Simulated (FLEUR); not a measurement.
**Equation of state of hcp Be (space group 194): energy against volume (FLEUR, PBE)**

```
Be
1.0
    2.20705     0.00000     0.00000
   -1.10353     1.91136     0.00000
    0.00000     0.00000     3.45033
Be
2
Direct
  0.66667   0.33333   0.75000
  0.33333   0.66667   0.25000
```

Method of the run: FLEUR with PBE, all-electron FLAPW (FLEUR), scalar-relativistic valence. Settings: Kmax = 4.79 1/bohr; GmaxXC = 19.2 1/bohr; xcFunctional = pbe; jspins = 1; l_soc = F; mode = hist; fermiSmearingEnergy = 0.00183747 Htr; mesh (inpgen div1-3) = 32 32 18; inpgen gamma flag = true; Gmax = 19.2 1/bohr; numbands = 0; maxIterBroyd = 15; imix = Anderson; alpha = 0.05; precondParam = 0; minDistance = 1e-05 me/bohr^3. The cell above is the first row's. The rows scale it uniformly. In all rows fractional positions and the k mesh are held. E is the free energy at the stated smearing, counted from the lowest row.

```csv
V (Å^3/atom),E (meV/atom)
7.2776,?
7.4358,11.97
7.5940,5.17
7.7522,1.26
7.9104,0.00
8.0686,1.17
8.2268,4.58
8.3850,10.03
8.5432,17.36
```

Question: Fit E against V with the third-order Birch-Murnaghan form, a cubic in V^(-2/3), and predict the withheld value at V = 7.2776.

Answer: With u = V^(-2/3) - 0.251, the rows have u = 0.011491, 0.007833, 0.004300, 0.000884, -0.002419, -0.005616, -0.008712, -0.011713. Least squares gives E = 0.082 - 188.58·u + 108126·u² - 146468·u³. Residuals (row less fit): 0.000, 0.001, 0.001, 0.000, -0.003, 0.003, 0.002, 0.000; standard error 0.002 (degrees of freedom: 4). Its minimum lies at u = 0.000874, so V0 = (0.251874)^(-3/2) = 7.911. There d²E/du² = 215500 and d³E/du³ = -878800, so B0 = (4/9) × 7.911^(-7/3) × 215500 × 0.160218 = 123 GPa (the last factor turns the table's units into GPa), and B0' = 4 + (2/3) × 0.251874 × (-878800)/215500 = 3.3. At the withheld row, u = 0.015282, so E = 0.082 - 188.58 × 0.015282 + 108126 × 0.015282² - 146468 × 0.015282³ = 21.929 meV/atom. The calculation gives 21.94 meV/atom, 0.011 meV/atom above the prediction (0.1 % of the range of E in the table). The row lies outside the fitted rows, so this is an extrapolation. From the scatter of the fitted rows alone, a prediction at this place has a standard error of 0.007 meV/atom, so the miss is 1.6 times that.

Carrying the step between the two nearest rows on in a straight line would have given 18.77, off by 3.17; series whose last step already gives the withheld value aren't shown. The reference cell has the volume at which an earlier scan in this program and functional put its minimum by a fit (its basis settings may differ); axis ratios and inner coordinates come from a measured-size cell. The runs keep the symmetry of the cell, so they don't test it for distortions. Values depend on the basis (sphere radii, cutoffs, local orbitals), which need not be converged. The shape of the cell and the inner coordinates aren't relaxed, so V0 and B0 belong to this uniform scaling; a relaxed crystal lies no higher in energy and is usually softer. Cutoffs and mesh are single choices, not tested for convergence of this quantity. Series with a scatter that would blur these digits, or in which a gap closes, are not shown. Nor are scans whose minimum lies at an end fitted in this form.
